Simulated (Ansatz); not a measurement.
An Ansatz (a program for electronic structure) run: Zr with a change (pressure 0.9 GPa); Ansatz r2SCAN, without spin-orbit coupling.

Input:

Ansatz 0.2 input:
```yaml
crystal:
  lattice:
    - [3.2459869963, 0, 0]
    - [-1.6229934982, 2.8111071992, 0]
    - [0, 0, 5.1507433226]
  atoms:
    - { symbol: Zr, position: [0.6666666667, 0.3333333333, 0.75] }
    - { symbol: Zr, position: [0.3333333333, 0.6666666667, 0.25] }
basis: { ecutwfc: 500, ecutrho_ratio: 4, xc_grid: 4, fft_grid_basis: typed }
kpoints: { mp_grid: { grid: [16, 16, 9] } }
hamiltonian:
  xc: r2scan
  dispersion: none
  pseudopotentials: { kind: paw }
scf: { occupations: { method: fermi_dirac, width: 0.05 } }
relax: { f_tol: 0.01, max_steps: 60, cell: { stress_tol: 0.02, p_target: 0.9 } }
output: { forces: true, stress: true }
checkpoint: { write: state.ck, write_every: 1000 }
```

Output (explanatory and most iteration lines left out):

```
Relaxation: its limit of steps is 60 (relax.max_steps)
Pseudopotential: Zr, paw, valence charge 12
Crystal: 2 atoms, lattice volume = 47.000 Å³
Basis set: ecut = 500 eV, 1177 PW (Γ), exchange–correlation on 96×96×160 points (64 copies of the dense FFT grid, shifted against one another)
Bands: 16, of which v1, the nominal top of the filled ones, is band 12 counted from 1 (11 counted from 0)
Symmetry: 24 space group operations
Space group: P63/mmc (ITA 194), of the structure as read, at distance tolerance 3.6e-5 Å
k-points: 150 of 2304
Functional: x = r2scan, c = r2scan; τ floored in thin density (d = 2e-4 eV/Å³)
SCF iter   1: F=—  HF=-8389.993577 eV  |F-HF|=—  |Δ(HF+E_count)|=         —  Δρ=7.31e-3  dr2=1.94e-2  dr2_τ=9.87e-3  ethr=1.77e-3  ⟨swp⟩=4.9  Hψ=10262  notcnv=0
SCF iter   2: F=—  HF=-8390.051959 eV  |F-HF|=—  |Δ(HF+E_count)|=   5.84e-2  Δρ=4.88e-3  dr2=8.49e-3  dr2_τ=4.25e-4  ethr=8.10e-5  ⟨swp⟩=2.0  Hψ=5995  notcnv=0
SCF 1 converged in 6 iterations: F = -8390.053259 eV  dr2 = 1.97e-8
relax step   1: F+E_penalty+E_count = -8390.05325899 eV  Δ(F+E_penalty+E_count) = +0.000e0 eV  max|allowed force component| = 5.681e-17 eV/Å  Δτ_max = 0.0000 Å  P = +0.002 GPa  Ω = 47.000 Å³  (6 SCF iters, dr2 threshold 1.00e-7 eV, accepted)
[... steps on the carried basis left out ...]
relax step   4: F+E_penalty+E_count = -8390.05208369 eV  Δ(F+E_penalty+E_count) = +2.337e-4 eV  max|allowed force component| = 1.168e-16 eV/Å  Δτ_max = 0.0000 Å  P = +0.887 GPa  Ω = 46.572 Å³  stress off target by 1.71e-2 GPa  SCF on the basis re-selected at this cell (its energy is not comparable with the rows above)  (5 SCF iters)
SCF converged after 5 iterations
Free energy (F): -8390.052084 eV
Internal energy: -8390.039602 eV  (E = F + TS)
E sigma→0 (E₀):  -8390.045843 eV
Entropy (-TS):   -0.012481 eV (-6.241 meV/atom)
Fermi energy:    14.047970 eV
--- Forces (eV/Å), atoms counted from 1 ---
  atom   1  Zr     0.00000000     0.00000000     0.00000000
  atom   2  Zr    -0.00000000    -0.00000000     0.00000000
--- Stress (GPa, compression-positive) ---
        0.882928       0.000000       0.000000
        0.000000       0.882928       0.000000
        0.000000       0.000000       0.895483
  P = ⅓ Tr σ = 0.8871 GPa (8.871 kbar)
--- Relaxed structure (3 steps of the walk, 2 accepted, 1 SCFs on fresh bases) ---
  cell:  # Å, volume = 46.5725 Å³
    - [3.2357857755716783, 2.8776819480128507e-11, 0.0]
    - [-1.6178928878107606, 2.8022726828350177, 0.0]
    - [0.0, 0.0, 5.136168395912022]
  atoms:
    - { symbol: Zr, position: [0.6666666666666666, 0.33333333333333337, 0.7500000000000001] }
    - { symbol: Zr, position: [0.3333333333333333, 0.6666666666666669, 0.25000000000000006] }
```

Load acts through the strain it causes; cell and atoms are relaxed under it. No phonon test of stability was made. All final runs are without spin polarisation. The cell was made from Zr in the hcp (Mg type) structure (space group P6_3/mmc, No. 194) by this change: pressure 0.9 GPa.
